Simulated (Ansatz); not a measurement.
Here is the system:

```yaml
crystal:
  lattice:
    - [0.00000, 2.90894, 2.74113]
    - [2.90894, 0.00000, 2.74113]
    - [2.90894, 2.90894, 0.00000]
  atoms:
    - { symbol: Zn, position: [0.00000, 0.00000, 0.00000] }
    - { symbol: Se, position: [0.75000, 0.75000, 0.75000] }
```

Calculation: r2SCAN with spin-orbit coupling, rigid bands (plane waves, PAW; Ansatz, a quantum-chemistry and plane-wave program). Condition of this run: biaxial stress xx = yy = -2 GPa (compression positive) (the target of the relaxation). Geometry: cell and atoms relaxed with r2SCAN, then loaded as said.

Task: Predict the hole conductivity mass (n e² τ/σ) at 300 K, by direction if it differs.

Result: 0.67 (x), 0.67 (y), 0.33 (z) mₑ.

Task: Predict the electron conductivity mass (n e² τ/σ) at 300 K, by direction if it differs.

Result: 0.129 mₑ.

Task: And the band gap?

Result: 1.57 eV at this level; semilocal functionals usually fall short of the measured gap.

Rigid bands, one relaxation time for all states, no polarons.
